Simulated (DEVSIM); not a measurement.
# Si p+/n-/n+ power diode

System: Si p+/n-/n+ power diode, at 350 K.

| layer (left to right) | material | thickness (μm) | Nd (cm⁻³) | Na (cm⁻³) | τn (s) | τp (s) |
|---|---|---|---|---|---|---|
| 1 | Si | 1.50 | - | 5.8e18 | 1.7e-7 | 1.7e-7 |
| 2 | Si | 4.50 | 2e15 | - | 1.7e-7 | 1.7e-7 |
| 3 | Si | 5.10 | 1.2e18 | - | 1.7e-7 | 1.7e-7 |

Left contact: ohmic. Right contact: ohmic. Voltage is applied to the left contact. Recombination: SRH at mid-gap, radiative. Mobility is constant in doping.

This is a model device: material constants are rounded textbook-type values typed into the input, and sizes, dopings and lifetimes were drawn at random. Values at 300 K; Nc and Nv go as T^1.5, mobilities as T to minus their exponent, the gap by Varshni's rule with the affinity fixed.

```
parameter               Si
----------------  --------
gap (eV)             1.124
affinity (eV)         4.05
permittivity          11.7
Nc (cm⁻³)          2.86e19
Nv (cm⁻³)           3.1e19
μn (cm²/Vs)           1417
μp (cm²/Vs)            470
T exponent of μn       2.3
T exponent of μp       2.2
B (cm³/s)          4.7e-15
Varshni α (eV/K)  0.000473
Varshni β (K)          636
```

Model (solved in DEVSIM): 1D drift-diffusion, Boltzmann statistics, complete ionisation; no tunnelling, impact ionisation, image-force lowering or self-heating.

The potential step across the device at zero bias is 0.951 V and the dark forward voltage at 1 A/cm² comes out as 0.563 V. The dark forward voltage at 100 A/cm² comes out as 0.754 V.

Dark reverse current:

```tsv
V (V)	J (A/cm²)
-1.00	-9.6e-6
-2.50	-1.7e-5
-5.00	-2.6e-5
-7.50	-3.3e-5
-10.00	-3.9e-5
-15.00	-4.9e-5
-20.00	-5.8e-5
-25.00	-6.5e-5
-32.50	-7.4e-5
-40.00	-7.7e-5
-50.00	-7.8e-5
```

Small-signal capacitance in reverse bias (quasi-static):

| V (V) | C (nF/cm²) |
|---|---|
| -1 | 10.2 |
| -2.5 | 7.31 |
| -5 | 5.43 |
| -7.5 | 4.52 |
| -10 | 3.95 |
| -15 | 3.26 |
| -20 | 2.83 |
| -25 | 2.54 |
| -32.5 | 2.34 |
| -40 | 2.31 |
| -50 | 2.30 |
